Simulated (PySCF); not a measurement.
PySCF 2.14.0, PBE/def2-svp, df: W(O)(S)(Cl)(NH2) ([NH2][W](=[O])(=[S])[Cl]), 7 atoms. The geometry is a generated start, not checked to be a minimum at this level.

```yaml
task: energy
method: pbe
basis: def2-svp
two_electron_scheme: density fitting
mol.max_memory: 3000 MB
mf.max_cycle: 100
mf.conv_tol: 1e-09 (default)
mf.grids.level: 3 (default)
effective_core_potentials: those of the basis set, past Kr
basis_functions: 106
grid_points: 109672
```

```xyz
7

W      0.5333     0.4969    -0.0275
O      1.7531     0.0890    -1.1088
S      1.2583     0.3881     2.0255
Cl    -0.1599     2.5419    -0.3700
N     -0.8986    -0.8358    -0.1546
H     -1.0401    -1.4383    -0.9790
H     -1.4462    -1.2418     0.6143
```

Charge 0 and multiplicity 1 are set for this test and not shown to be the ground state.

With the defaults (mf.DIIS = CDIIS, mf.diis = true, mf.damp = 0, mf.diis_start_cycle = 1, mf.init_guess = minao, mf.diis_space = 8, newton = off) it converges in 15 Fock builds. One run each on 2 threads, 1 BLAS thread, with these changes:
- mf.diis_space = 12
- newton = Hessian by the SCF's own integrals
- mf.init_guess = mod_huckel
- mf.DIIS = ADIIS
- mf.diis = false
- mf.DIIS = EDIIS
- mf.damp = 0.7, mf.diis_start_cycle = 8
- mf.diis_space = 5
- mf.diis_space = 20

### Question
Which of these changes keep the SCF from converging, or lead it to another solution?

### Answer
No convergence: mf.DIIS = EDIIS; mf.diis = false (the run ends without SCF convergence in 100 cycles). The rest reach the solution of the defaults.

| setting | Fock builds | end |
|---|---|---|
| the defaults | 15 | same solution |
| mf.diis_space = 20 | 17 | same solution |
| mf.diis_space = 12 | 17 | same solution |
| mf.diis_space = 5 | 19 | same solution |
| mf.init_guess = mod_huckel | 20 | same solution |
| mf.damp = 0.7, mf.diis_start_cycle = 8 | 21 | same solution |
| mf.DIIS = ADIIS | 31 | same solution |
| newton = Hessian by the SCF's own integrals | 45 | same solution |
| mf.DIIS = EDIIS | 101 | no convergence |
| mf.diis = false | 101 | no convergence |

Under newton the count holds the products with the orbital Hessian.
